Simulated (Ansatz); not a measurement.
The parent structure is AgI in the wurtzite structure (space group P6_3mc, No. 186; a = 4.560 Å, c = 7.450 Å). Axes: x lies along a and z along c of the hexagonal cell.

Calculations: plane-wave PAW DFT at the PBEsol level (Ansatz, a first-principles code, 420 eV), no SOC.

Before the change:

| Item | Value |
|---|---|
| Band gap | 1.23 eV |
| Valence-band top at Γ | 0.00, 0.00, -0.07 eV |
| Volume per atom | 33.54 Å³ |

Perturbation: biaxial strain −1.53 %, plane normal [001], relaxed out of plane (Cartesian); in-plane vectors clamped, the third vector and the atoms free.

What does the calculation give for the band gap, valence-band top at Γ and volume per atom after the change?

The band gap decreases by 0.03 eV, from 1.23 eV to 1.20 eV; the valence-band top at Γ (three highest levels, from the VBM) becomes 0.00, 0.00, -0.10 eV (base: 0.00, 0.00, -0.07 eV); the volume per atom shrinks by 0.43 Å³, from 33.54 Å³ to 33.11 Å³.

Spin-orbit coupling, missing from the scalar runs, can matter with I. Gaps are Kohn–Sham eigenvalue differences; semilocal functionals usually give less than the measured gap. Stability against distortions was not tested.
